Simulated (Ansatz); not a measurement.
A hypothetical phase is included: elements placed on a structure type, which no database files for this compound.

**Evanescent states of InP (P3_121, 6 atoms a cell, 22.9 Å³ an atom) along the normal of (100)**

The numbers are results of r2SCAN (plane waves, PAW; Ansatz, a first-principles code), not measurements.

The gap is the functional's own, uncorrected, and κ follows it; spin-orbit coupling is left out. Mid-gap means the computed energy nearest the middle.

Energies count from the valence-band top; κ is the least over a 8×4 mesh across the current.

```tsv
E (eV)	κ (1/Å)	where
0.03	0.074	Γ
0.07	0.072	Γ
0.12	0.070	Γ
0.17	0.066	Γ
0.23	0.062	Γ
0.28	0.057	Γ
0.33	0.051	Γ
0.38	0.043	Γ
0.42	0.032	Γ
0.47	0.010	Γ
```

How thick must the barrier be to attenuate the transmission by 10^8 when the electrodes' Fermi level lies at 0.07 eV, and what attenuation does that film give at 0.38 eV?

d = 8 ln 10 / (2 × 0.072) = 127.9 Å. At 0.38 eV it gives 8 × 0.043/0.072 = 4.8 decades.
